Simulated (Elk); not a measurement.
## Elk run on CaAu2 (Imma, 6 atoms in the cell): self-consistent single point

Method of the run: PBEsol, all-electron FP-LAPW, Elk's shipped species files, default APW+lo basis in Elk 10.2.4.

This input was run:

```
tasks
  0

xctype
  22

rmtscf
  0.85

stype
  0

swidth
  0.00367493

maxscl
  100

avec
   -4.2608297439    6.5911870884    7.7241497097
    4.2608297439   -6.5911870884    7.7241497097
    4.2608297439    6.5911870884   -7.7241497097

atoms
  2
  'Ca.in'
  2
  0.7077000000  0.4577000000  0.2500000000    0.0 0.0 0.0
  0.2923000000  0.5423000000  0.7500000000    0.0 0.0 0.0
  'Au.in'
  4
  0.3006500000  0.8399000000  0.4607500000    0.0 0.0 0.0
  0.6993500000  0.1601000000  0.5392500000    0.0 0.0 0.0
  0.8791500000  0.8399000000  0.0392500000    0.0 0.0 0.0
  0.1208500000  0.1601000000  0.9607500000    0.0 0.0 0.0

ngridk
  5 5 5
```

Output (repeated stretches shortened):

```
│ Elk code version 10.2.4 │

All units are atomic (Hartree, Bohr, etc.)

│ Ground-state run starting from atomic densities │

Lattice vectors :
  -4.260829744       6.591187088       7.724149710
   4.260829744      -6.591187088       7.724149710
   4.260829744       6.591187088      -7.724149710

Unit cell volume      :    867.6977953
Brillouin zone volume :   0.2858716650

Muffin-tin inner radius fraction :   0.1000000000E-01

Nuclei treated as point charges

Species :    1 (Ca)
 parameters loaded from : Ca.in
 name : calcium
 nuclear charge    :   -20.00000000
 electronic charge :    20.00000000
 atomic mass :    73057.72469
 muffin-tin radius :    2.040000000
 number of radial points in muffin-tin :    497
 atomic positions (lattice), magnetic fields (Cartesian) :
   1 :   0.20770000  0.45770000  0.25000000    0.00000000  0.00000000  0.00000000
   2 :  -0.20770000 -0.45770000 -0.25000000    0.00000000  0.00000000  0.00000000

Species :    2 (Au)
 parameters loaded from : Au.in
 name : gold
 nuclear charge    :   -79.00000000
 electronic charge :    79.00000000
 atomic mass :    359048.0559
 muffin-tin radius :    2.380000000
 number of radial points in muffin-tin :    697
 atomic positions (lattice), magnetic fields (Cartesian) :
   1 :  -0.19935000 -0.16010000  0.46075000    0.00000000  0.00000000  0.00000000
   2 :   0.19935000  0.16010000 -0.46075000    0.00000000  0.00000000  0.00000000
   3 :   0.37915000 -0.16010000  0.03925000    0.00000000  0.00000000  0.00000000
   4 :  -0.37915000  0.16010000 -0.03925000    0.00000000  0.00000000  0.00000000

Total number of atoms per unit cell :    6

Spin treatment :
 spin-unpolarised

Number of Bravais lattice symmetries :    8
Number of crystal symmetries         :    8
Crystal has inversion symmetry
Real symmetric eigensolver will be used

k-point grid :      5     5     5
k-point offset :    0.000000000       0.000000000       0.000000000
   [... lines left out ...]
Maximum (1/2)|G+k|²                   :    4.768598616
Maximum |G| for potential and density :    12.00000000
 potential will be trimmed for |G| > 2 gkmax
Constant for pseudocharge density :    7
Radial integration step length :    4

G-vector grid sizes :     45    45    45
Number of G-vectors :    25281

Maximum angular momentum used for
 APW functions                      :    8
 outer part of muffin-tin           :    6
 inner part of muffin-tin           :    1

Total nuclear charge    :   -356.0000000
Total core charge       :    212.0000000
Total valence charge    :    144.0000000
Total excess charge     :    0.000000000
Total electronic charge :    356.0000000

Effective Wigner radius, rₛ :   0.8348529041

Number of empty states         :   24
Total number of valence states :   96
Total number of core states    :  212

Total number of local-orbitals :  140

Exchange-correlation functional :     22     0     0
 PBEsol, Phys. Rev. Lett. 100, 136406 (2008)
 gradient requirement :    1
 generalised gradient approximation (GGA)

Smearing type :    0
 Gaussian
Smearing width :   0.3674930000E-02
Effective electronic temperature (K) :    1160.451112

Mixing type :    3
 Broyden mixing, J. Phys. A: Math. Gen. 17, L317 (1984)

Kohn-Sham potential initialised from atomic data
│ Self-consistent loop started │
│ Loop number : 1 │
 total energy                :     -77434.6989329
│ Loop number : 2 │
 total energy                :     -77439.7251919
RMS change in Kohn-Sham potential (target) :   0.4171468181     (  0.1000000000E-05)
Absolute change in total energy (target)   :    5.026259032     (  0.1000000000E-03)
│ Loop number : 3 │
 total energy                :     -77450.5427728
RMS change in Kohn-Sham potential (target) :   0.3773411280     (  0.1000000000E-05)
Absolute change in total energy (target)   :    12.07414570     (  0.1000000000E-03)
│ Loop number : 4 │
 total energy                :     -77472.7821733
RMS change in Kohn-Sham potential (target) :   0.2751641355     (  0.1000000000E-05)
Absolute change in total energy (target)   :    25.25793693     (  0.1000000000E-03)
│ Loop number : 5 │
 total energy                :     -77502.3766990
RMS change in Kohn-Sham potential (target) :   0.1276933509     (  0.1000000000E-05)
Absolute change in total energy (target)   :    35.90900986     (  0.1000000000E-03)
   [... lines left out ...]
Absolute change in total energy (target)   :   0.8877539702E-02 (  0.1000000000E-03)
│ Loop number : 14 │
 total energy                :     -77530.1186056
RMS change in Kohn-Sham potential (target) :   0.2530389585E-05 (  0.1000000000E-05)
Absolute change in total energy (target)   :   0.1157683539E-02 (  0.1000000000E-03)
│ Loop number : 15 │
 total energy                :     -77530.1191524
RMS change in Kohn-Sham potential (target) :   0.5028881746E-06 (  0.1000000000E-05)
Absolute change in total energy (target)   :   0.2574470855E-03 (  0.1000000000E-03)
│ Loop number : 16 │
 total energy                :     -77530.1192501
RMS change in Kohn-Sham potential (target) :   0.1380178344E-06 (  0.1000000000E-05)
Absolute change in total energy (target)   :   0.1619822287E-03 (  0.1000000000E-03)
│ Loop number : 17 │
 total energy                :     -77530.1192345
RMS change in Kohn-Sham potential (target) :   0.2516525957E-07 (  0.1000000000E-05)
Absolute change in total energy (target)   :   0.2495899389E-04 (  0.1000000000E-03)
Convergence targets achieved

│ Loop number : 18 │

Energies :
 Fermi                       :     0.281421098500
 sum of eigenvalues          :     -47650.5616028
 electron kinetic            :      88886.6453413
 core electron kinetic       :      85260.9173709
 Coulomb                     :     -164905.045440
 Coulomb potential           :     -134546.857519
 nuclear-nuclear             :     -5326.20762440
 electron-nuclear            :     -184610.818112
 Hartree                     :      25031.9802964
 Madelung                    :     -97631.6166805
 xc potential                :     -1990.34942473
 exchange                    :     -1488.20220693
 correlation                 :     -23.5169273813
 total energy                :     -77530.1192332

Density of states at Fermi energy :    60.49183416
 (states/Hartree/unit cell)

Estimated indirect band gap :   0.5983861027E-03
 from k-point      6 to k-point      4
Estimated direct band gap   :   0.2042938926E-01
 at k-point     12

Charges :
 core                        :    212.0000000
 valence                     :    144.0000000
 interstitial                :    12.39714681
 muffin-tins (core leakage)
  species :    1 (Ca)
   atom    1                 :    17.62981440     (  0.6750792458E-06)
   atom    2                 :    17.62981440     (  0.6750792458E-06)
  species :    2 (Au)
   atom    1                 :    77.08580610     (  0.9417323296E-03)
   atom    2                 :    77.08580610     (  0.9417323296E-03)
   atom    3                 :    77.08580610     (  0.9417323296E-03)
   atom    4                 :    77.08580610     (  0.9417323296E-03)
 total in muffin-tins        :    343.6028532
 total calculated charge     :    355.9918064
 total charge                :    356.0000000
 error                       :   0.8193559998E-02

│ Self-consistent loop stopped │
```

The run converged in 18 iterations. The count includes the last loop, which Elk runs after its targets are met.

The starting cell comes from a database of computed structures (which also holds hypothetical and non-ambient phases and stackings), without a prior relaxation at this level. Its lattice was rescaled by a random factor within 2.5 % of one. Spin-orbit coupling is off. Values depend on the basis (sphere radii, cutoffs, local orbitals), which need not be converged. The log's line on a gap gives a spacing of levels on this mesh, which the program prints for metals too.

Cost on one core of a shared machine: roughly 2 min.
